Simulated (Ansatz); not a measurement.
The starting structures come from a database of crystals and need not be the phases stable at ambient conditions.

 Where the default PAW files enter, the runs use the earlier of Ansatz's two default sets.

Here is the system:

```xyz
2
Lattice="4.0066 0.0000 0.0000 0.0000 4.0066 0.0000 2.0033 2.0033 2.8331" Properties=species:S:1:pos:R:3 pbc="T T T"
Mg     0.0000     0.0000     0.0000
S      2.0033     4.0066     1.4166
```

Space group of this cell: F-43m, zinc blende. The cell is taken as given.

Method: r2SCAN (plane waves, PAW; Ansatz, an electronic-structure program).

The current runs along the normal of the first two printed vectors; no spin-orbit coupling. Scaled by the factor s: both lengths across the current (ions clamped). Meshes 10×10×10 and 8×8 across the current in all rows.

```json
[
 {"s": "0.98", "mean pressure (GPa)": "2.5", "band gap (eV)": "?"},
 {"s": "1.00", "mean pressure (GPa)": "-0.1", "band gap (eV)": "4.13"},
 {"s": "1.02", "mean pressure (GPa)": "-2.3", "band gap (eV)": "3.89"}
]
```

Q: Take the slope of the band gap against ln s from the two given rows, extrapolate to s = 0.98, and say what the run there gives.

A: Slope = (3.89 − 4.13) / ln 1.02 = -12.1 eV. The line gives 4.13 + (-12.1) × ln 0.98 = 4.37 eV. The run gives 4.25 eV, 0.12 eV under the line, 51 % of the predicted step.
